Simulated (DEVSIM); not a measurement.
Device: Schottky contact on p-type Ge, at 400 K.

| layer (left to right) | material | thickness (μm) | Na (cm⁻³) | τn (s) | τp (s) |
|---|---|---|---|---|---|
| 1 | Ge | 1.50 | 2.1e16 | 2.3e-5 | 2.3e-5 |

Left contact: Schottky, work function 4.284 eV, emission velocity 6.6e6 cm/s. Right contact: ohmic. Voltage is applied to the left contact. Recombination: SRH at mid-gap. Mobility is μmin + (μ − μmin)/(1 + (N/Nref)^α).

This is a model device: material constants are rounded textbook-type values typed into the input, and sizes, dopings and lifetimes were drawn at random. Values at 300 K; Nc and Nv go as T^1.5, mobilities as T to minus their exponent, the gap by Varshni's rule with the affinity fixed.

| parameter | Ge |
|---|---|
| gap (eV) | 0.664 |
| affinity (eV) | 4 |
| permittivity | 16 |
| Nc (cm⁻³) | 1.04e19 |
| Nv (cm⁻³) | 6e18 |
| μn (cm²/Vs) | 3900 |
| μp (cm²/Vs) | 1900 |
| μn,min | 150 |
| μp,min | 100 |
| Nref,n | 2.6e17 |
| Nref,p | 4e17 |
| αn | 0.56 |
| αp | 0.6 |
| T exponent of μn | 1.66 |
| T exponent of μp | 2.33 |
| Varshni α (eV/K) | 0.000477 |
| Varshni β (K) | 235 |

Model (solved in DEVSIM): 1D drift-diffusion, Boltzmann statistics, complete ionisation; no tunnelling, impact ionisation, image-force lowering or self-heating. Metal contacts follow the ideal Schottky-Mott rule: no Fermi-level pinning, no interface dipoles.

The temperature was swept, all else fixed.

| temperature (K) | potential step across the device at zero bias (V) | largest field in the device at zero bias (V/cm) |
|---|---|---|
| 250 | 0.283 | [?] |
| 300 | 0.234 | 31000 |
| 350 | 0.183 | 27000 |
| 400 | 0.130 | 22000 |
| 450 | 0.079 | 17000 |
| 500 | 0.041 | 13000 |

Question: Complete the blanks.

Answer: 
- 250, largest field in the device at zero bias (V/cm): 35000
